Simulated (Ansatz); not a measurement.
Density of states of TePd (P6_3mc, 4 atoms in the cell).

```yaml
crystal:
  lattice:
    - [4.45716, 0.00000, 0.00000]
    - [-2.22858, 3.86001, 0.00000]
    - [0.00000, 0.00000, 7.29979]
  atoms:
    - { symbol: Pd, position: [0.66667, 0.33333, 0.00000] }
    - { symbol: Pd, position: [0.33333, 0.66667, 0.50000] }
    - { symbol: Te, position: [0.66667, 0.33333, 0.62520] }
    - { symbol: Te, position: [0.33333, 0.66667, 0.12520] }
```

Method: PBE (plane waves, PAW; Ansatz, a program for electronic structure).

SCF settings: basis.ecutwfc = 420 eV; kpoints.mp_grid.grid = 7 7 4; hamiltonian.xc = pbe; hamiltonian.pseudopotentials = {kind: paw} (the program's default PAW files); scf.occupations.method = cold; scf.occupations.width = 0.05 eV. Keys of the DOS step: output.dos.nscf_kmesh.grid = 11 11 6; output.dos.method = {smearing: {sigma: 0.1}} eV.

The starting cell was generated: these elements placed on a structure prototype, without a prior relaxation; it need not be a known phase or ordering of this composition. Spin-orbit coupling is off. Spin polarisation is off.

Total DOS (both spins), as means of the tabulated values in each energy bin; the zero is the program's Fermi level or highest filled level, and the curve is cut to this window:

```
E (eV) | states/eV/cell
    -7.75 |  0.00
    -7.25 |  0.00
    -6.75 |  0.00
    -6.25 |  0.00
    -5.75 |  0.00
    -5.25 |  0.00
    -4.75 |  0.00
    -4.25 | ####### 3.60
    -3.75 | ################### 9.60
    -3.25 | ##################### 10.8
    -2.75 |  0.21
    -2.25 | ############################## 15.5
    -1.75 | ########## 5.06
    -1.25 | ####### 3.38
    -0.75 | ######## 3.96
    -0.25 | ######## 3.89
     0.25 | ######### 4.52
     0.75 | ##### 2.37
```

Around zero the curve holds about 5.0 states/eV/cell.

Keys are those of Ansatz 0.2.
